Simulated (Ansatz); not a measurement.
Start from BaHfO$_{3}$ in the cubic perovskite structure (space group Pm-3m, No. 221; a = 4.157 Å). Axes: x, y, z lie along the cube axes.

Now apply this change: compressive biaxial strain of 4.45 % in the plane normal to [110], as in epitaxy on a mismatched substrate; the out-of-plane cell vector and the atoms relax.

Levels (all Ansatz, a first-principles code, PAW): PBEsol (420 eV, spin-orbit coupling left out); r2SCAN (500 eV, no spin-orbit coupling); HSE06 (420 eV, no spin-orbit coupling).

At the geometry relaxed with PBEsol, these levels gave the following band gaps, in shuffled order: (a) 4.79 eV, (b) 3.12 eV, (c) 3.78 eV.

Question: Match each gap to its level.

Answer: (a) HSE06; (b) PBEsol; (c) r2SCAN.

Single points use the geometry relaxed with PBEsol. With Hf present, leaving out spin-orbit coupling can change the band edges. Whether these cells are dynamically stable was not tested.
